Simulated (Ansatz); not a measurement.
Take BP in the zinc blende structure (space group F-43m, No. 216; a = 4.520 Å) as the base. Axes: x, y, z lie along the cube axes.

One thing is altered: tensile biaxial strain of 1.79 % in the plane normal to [001], as in epitaxy on a mismatched substrate; the out-of-plane cell vector and the atoms relax.

Levels (all Ansatz, a quantum-chemistry and plane-wave program, PAW, earlier PAW set): PBEsol (420 eV, scalar-relativistic without spin-orbit coupling); PBEsol+SOC (420 eV, with spin-orbit coupling).

The geometry is relaxed with PBEsol.

| Property | Value |
|---|---|
| PBEsol gap character | indirect, Γ → Γ–M (79 % along) |
| PBEsol smallest direct gap | 3.08 eV |
| PBEsol valence-band top at Γ | 0.00, -0.25, -0.25 eV |
| PBEsol band gap | 0.77 eV |

Predict the gap character, smallest direct gap, valence-band top at Γ and band gap from PBEsol+SOC.

The gap character stays indirect, Γ → Γ–M (79 % along); the smallest direct gap remains 3.08 eV; the valence-band top at Γ (three highest Kramers pairs, from the VBM) becomes 0.00, -0.23, -0.26 eV (PBEsol: 0.00, -0.25, -0.25 eV); the band gap stays 0.77 eV.

Single points use the geometry relaxed with PBEsol. The spin-orbit shifts are approximate. Stability against distortions was not tested. Labels are those of the standard path for the cell's own space group.
